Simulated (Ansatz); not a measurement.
Worked example: self-consistent single point of PbBrF (P4mm, 6 atoms in the cell) in Ansatz (a first-principles code).

Computed with PBEsol, default PAW files made with PBE (plane waves; Ansatz).

The change in words: lattice scaled by 0.98; basis.ecutwfc: 420 eV → 735 eV. Reference geometry:
```xyz
6
Lattice="4.1976 0.0000 0.0000 0.0000 4.1976 0.0000 0.0000 0.0000 7.6853" Properties=species:S:1:pos:R:3 pbc="T T T"
Pb     0.0000     2.0988     6.2705
Pb     2.0988     0.0000     1.4648
Br     2.0988     0.0000     5.0164
Br     0.0000     2.0988     2.6689
F      2.0988     2.0988     0.0000
F      0.0000     0.0000     0.0000
```

Reference input (self-consistent single point, DFT, PBEsol, plane waves, default PAW files made with PBE): basis.ecutwfc = 420 eV; kpoints.mp_grid.grid = 5 5 3; hamiltonian.xc = pbesol; hamiltonian.pseudopotentials = {kind: paw} (the program's default PAW files); scf.occupations.method = fermi_dirac; scf.occupations.width = 0.05 eV. This run's input differs from it in these lines:

Ansatz 0.2 input:
```diff
@@ -2,5 +2,5 @@
   lattice:
-    - [4.197615, 0.000000, 0.000000]
-    - [0.000000, 4.197615, 0.000000]
-    - [0.000000, 0.000000, 7.685327]
+    - [4.113663, 0.000000, 0.000000]
+    - [0.000000, 4.113663, 0.000000]
+    - [0.000000, 0.000000, 7.531620]
   atoms:
@@ -13,3 +13,3 @@
 basis:
-  ecutwfc: 420.0 eV
+  ecutwfc: 735.0 eV
 kpoints:
```

Log, with long lists cut:

```
SCF iter   1: F=—  HF=-30588.005165 eV  |F-HF|=—  |Δ(HF+E_count)|=         —  Δρ=9.71e-3  dr2=8.99e-2  ethr=1.77e-3  ⟨swp⟩=7.9  Hψ=1888  notcnv=0
all-band conjugate gradients solve this SCF's bands
preconditioner: auto → Resta (q_TF=auto, 2.379 Å⁻¹)
SCF iter   2: F=—  HF=-30587.984762 eV  |F-HF|=—  |Δ(HF+E_count)|=   2.04e-2  Δρ=3.60e-3  dr2=1.24e-2  ethr=1.61e-4  ⟨swp⟩=2.2  Hψ=897  notcnv=0  defer=16
   [... lines left out ...]
SCF iter   4: F=—  HF=-30587.982401 eV  |F-HF|=—  |Δ(HF+E_count)|=   1.14e-4  Δρ=3.88e-4  dr2=1.45e-4  ethr=3.11e-6  ⟨swp⟩=2.9  Hψ=797  notcnv=0  defer=16
SCF iter   5: F=—  HF=-30587.982443 eV  |F-HF|=—  |Δ(HF+E_count)|=   4.21e-5  Δρ=1.02e-4  dr2=1.05e-5  ethr=2.60e-7  ⟨swp⟩=2.0  Hψ=559  notcnv=0  defer=16
SCF iter   6: F=—  HF=-30587.982410 eV  |F-HF|=—  |Δ(HF+E_count)|=   3.26e-5  Δρ=2.81e-5  dr2=5.47e-7  ethr=1.87e-8  ⟨swp⟩=2.9  Hψ=809  notcnv=0  defer=16
SCF iter   7: F=-30587.982410 eV  HF=-30587.982410 eV  |F-HF|=6.09e-8  |Δ(HF+E_count)|=   1.98e-7  Δρ=1.01e-5  dr2=7.80e-8  ethr=1.79e-10  ⟨swp⟩=10.9  Hψ=2266  notcnv=0
SCF 1 converged in 7 iterations: F = -30587.982410 eV  dr2 = 7.80e-8
Free energy (F): -30587.982410 eV
Internal energy: -30587.982410 eV  (E = F + TS)
E sigma→0 (E₀):  -30587.982410 eV
Fermi energy:    7.772433 eV
--- Forces (eV/Å), atoms counted from 1 ---
  atom   1  Pb    -0.00000000    -0.00000000    -0.52025380
  atom   2  Pb     0.00000000     0.00000000     0.38303634
  atom   3  Br    -0.00000000    -0.00000000    -0.10739447
  atom   4  Br     0.00000000     0.00000000     0.09456477
  atom   5  F      0.00000000     0.00000000     0.07502347
  atom   6  F      0.00000000     0.00000000     0.07502347
--- Stress (GPa, compression-positive) ---
        2.028958      -0.000000       0.000000
       -0.000000       2.028958      -0.000000
        0.000000      -0.000000       2.084670
  P = ⅓ Tr σ = 2.0475 GPa (20.475 kbar)
  The stress holds the Pulay correction. Without it, at fixed plane waves, as pw.x and ABINIT print it: P = 2.0417 GPa
```

The run converged in 7 iterations. Against the reference run the free energy falls by 1.3 meV/atom, the pressure goes from -1.52 to 2.05 GPa, the largest force goes from 0.193 to 0.520 eV/Å and the gap on the mesh goes from 2.677 to 2.665 eV.

The starting cell comes from a database of computed structures (which also holds hypothetical and non-ambient phases and stackings), without a prior relaxation at this level. Its lattice was rescaled by up to half a per cent. One atom was moved a little off its site on purpose. For this run, on top of that: lattice scaled by 0.98. Spin-orbit coupling is off. Ansatz's pressure includes its estimate of the finite-basis (Pulay) stress.
